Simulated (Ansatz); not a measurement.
System: O vacancy in rock-salt MgO (neutral cell). These are PBE, PAW (plane waves to 420 eV; Ansatz, an electronic-structure program) values and carry that method's errors.

Settings: 64 host sites, the relaxed PBE lattice, the Γ point alone, smearing 0.01 eV, spin-restricted, no image-charge correction. Static, classical nuclei. The charge state is imposed; whether it is stable for some Fermi level was not computed. Forms of the defect that were not tried may lie lower.

Barriers: single points on a 2×2×2 k-point mesh shifted by half a step at the bands' geometries (they differ from the bands' own by up to 0.54 eV, and are uncertain by about as much).

The step: a nearby O atom hops onto the vacant site. Atoms about the jump, Cartesian Å from the middle of the jump, before and after:

| atom | x0 | y0 | z0 | x1 | y1 | z1 |
|---|---|---|---|---|---|---|
| O1 | 0.00 | -1.06 | -1.07 | 0.00 | 1.06 | 1.07 |
| Mg2 | 0.00 | -1.09 | 1.06 | 0.00 | -1.06 | 1.09 |
| Mg3 | 0.00 | 1.06 | -1.09 | 0.00 | 1.09 | -1.06 |
| Mg4 | -2.13 | -1.06 | -1.06 | -2.15 | -1.06 | -1.06 |
| Mg5 | -2.15 | 1.06 | 1.06 | -2.13 | 1.06 | 1.06 |
| Mg6 | 2.13 | -1.06 | -1.06 | 2.15 | -1.06 | -1.06 |
| Mg7 | 2.15 | 1.06 | 1.06 | 2.13 | 1.06 | 1.06 |
| O8 | -2.13 | -1.06 | 1.06 | -2.13 | -1.06 | 1.06 |
| O9 | -2.13 | 1.06 | -1.07 | -2.13 | 1.06 | -1.06 |
| O10 | 2.13 | -1.07 | 1.06 | 2.13 | -1.06 | 1.06 |
| O11 | 2.13 | 1.06 | -1.06 | 2.13 | 1.06 | -1.06 |
| O12 | 0.00 | -1.07 | 3.19 | 0.00 | -1.06 | 3.19 |
| O13 | 0.00 | 3.19 | -1.06 | 0.00 | 3.19 | -1.06 |
| O14 | 0.00 | 1.06 | -3.19 | 0.00 | 1.06 | -3.19 |
| O15 | 0.00 | -3.19 | 1.06 | 0.00 | -3.19 | 1.07 |
| Mg16 | 0.00 | 3.22 | 1.06 | 0.00 | 3.19 | 1.07 |
| Mg17 | 0.00 | 1.06 | 3.22 | 0.00 | 1.07 | 3.19 |
| Mg18 | 0.00 | -1.07 | -3.19 | 0.00 | -1.06 | -3.22 |
| Mg19 | 0.00 | -3.19 | -1.07 | 0.00 | -3.22 | -1.06 |
| O20 | -2.13 | 3.19 | 1.06 | -2.13 | 3.19 | 1.06 |
| O21 | -2.13 | 1.06 | 3.19 | -2.13 | 1.06 | 3.19 |
| O22 | -2.13 | -3.19 | -1.06 | -2.13 | -3.19 | -1.06 |
| O23 | -2.13 | -1.06 | -3.19 | -2.13 | -1.06 | -3.19 |
| O24 | 2.13 | 3.19 | 1.06 | 2.13 | 3.19 | 1.06 |
| O25 | 2.13 | -1.06 | -3.19 | 2.13 | -1.06 | -3.19 |
| O26 | 2.13 | 1.06 | 3.19 | 2.13 | 1.06 | 3.19 |
| O27 | 2.13 | -3.19 | -1.06 | 2.13 | -3.19 | -1.06 |

### Question
Give the saddle-point geometry and the barrier.

### Answer

| atom | x | y | z |
|---|---|---|---|
| O1 | -0.03 | 0.00 | 0.00 |
| Mg2 | 0.01 | -1.28 | 1.28 |
| Mg3 | 0.00 | 1.29 | -1.28 |
| Mg4 | -2.09 | -0.99 | -1.00 |
| Mg5 | -2.09 | 1.00 | 0.99 |
| Mg6 | 2.10 | -1.00 | -1.01 |
| Mg7 | 2.10 | 1.01 | 1.00 |
| O8 | -2.19 | -1.12 | 1.12 |
| O9 | -2.19 | 1.13 | -1.13 |
| O10 | 2.18 | -1.12 | 1.12 |
| O11 | 2.18 | 1.12 | -1.12 |
| O12 | 0.00 | -1.07 | 3.23 |
| O13 | 0.00 | 3.24 | -1.08 |
| O14 | 0.00 | 1.08 | -3.24 |
| O15 | 0.00 | -3.23 | 1.08 |
| Mg16 | 0.00 | 3.25 | 1.07 |
| Mg17 | 0.00 | 1.08 | 3.24 |
| Mg18 | 0.00 | -1.07 | -3.25 |
| Mg19 | 0.00 | -3.24 | -1.08 |
| O20 | -2.10 | 3.17 | 1.05 |
| O21 | -2.10 | 1.05 | 3.16 |
| O22 | -2.10 | -3.16 | -1.05 |
| O23 | -2.10 | -1.05 | -3.17 |
| O24 | 2.10 | 3.17 | 1.05 |
| O25 | 2.10 | -1.05 | -3.17 |
| O26 | 2.10 | 1.05 | 3.16 |
| O27 | 2.10 | -3.16 | -1.05 |
It lies 4.24 eV above the start and 4.24 eV above the end. The check of the saddle point's order was inconclusive, and it lies on a symmetry element of the cell, where a band can be held.
